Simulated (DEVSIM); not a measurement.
Si p+/n-/n+ power diode

Structure: Si p+/n-/n+ power diode, at 300 K.

| layer (left to right) | material | thickness (μm) | Nd (cm⁻³) | Na (cm⁻³) | τn (s) | τp (s) |
|---|---|---|---|---|---|---|
| 1 | Si | 3.80 | - | 5.7e18 | 1.3e-5 | 1.3e-5 |
| 2 | Si | 6.50 | 7e14 | - | 1.3e-5 | 1.3e-5 |
| 3 | Si | 2.20 | 2.3e18 | - | 1.3e-5 | 1.3e-5 |

Left contact: ohmic. Right contact: ohmic. Voltage is applied to the left contact. Recombination: SRH at mid-gap, radiative, Auger. Gap narrowing is on: ΔEg = 6.92 meV × (l + √(l² + 0.5)), l = ln(N/1.3e17 cm⁻³), shared equally by both band edges. Mobility is μmin + (μ − μmin)/(1 + (N/Nref)^α).

Constants are typed, rounded textbook-type inputs, not results; the design itself was drawn at random and stands for no fabricated device. Values at 300 K.

```tsv
parameter	Si
gap (eV)	1.124
affinity (eV)	4.05
permittivity	11.7
Nc (cm⁻³)	2.86e19
Nv (cm⁻³)	3.1e19
μn (cm²/Vs)	1417
μp (cm²/Vs)	470
μn,min	52
μp,min	45
Nref,n	9.7e16
Nref,p	2.2e17
αn	0.68
αp	0.72
B (cm³/s)	4.7e-15
Cn (cm⁶/s)	2.8e-31
Cp (cm⁶/s)	9.9e-32
```

Simulated with DEVSIM: 1D drift-diffusion, Boltzmann statistics, complete ionisation; no tunnelling, impact ionisation, image-force lowering or self-heating.

- Potential step across the device at zero bias = 0.968 V
- Dark forward voltage at 1 A/cm² = 0.721 V
- Dark forward voltage at 100 A/cm² = 0.845 V

Dark reverse current:

| V (V) | J (A/cm²) |
|---|---|
| -4.00 | -1.4e-8 |
| -10.00 | -2.5e-8 |
| -20.00 | -3.6e-8 |
| -30.00 | -4.1e-8 |
| -40.00 | -4.2e-8 |
| -60.00 | -4.3e-8 |
| -80.00 | -4.3e-8 |
| -100.00 | -4.3e-8 |
| -130.00 | -4.3e-8 |

Dark forward current:

| V (V) | J (A/cm²) |
|---|---|
| 0.05 | 1.4e-9 |
| 0.10 | 5.2e-9 |
| 0.15 | 1.6e-8 |
| 0.20 | 4.9e-8 |
| 0.25 | 1.6e-7 |
| 0.30 | 5.9e-7 |
| 0.35 | 2.6e-6 |
| 0.40 | 1.4e-5 |
| 0.45 | 8.1e-5 |
| 0.50 | 0.00049 |
| 0.55 | 0.0027 |
| 0.60 | 0.013 |
| 0.65 | 0.074 |
| 0.70 | 0.46 |
| 0.75 | 3.0 |
| 0.80 | 20 |
| 0.85 | 120 |
| 0.90 | 660 |
| 0.95 | 2700 |
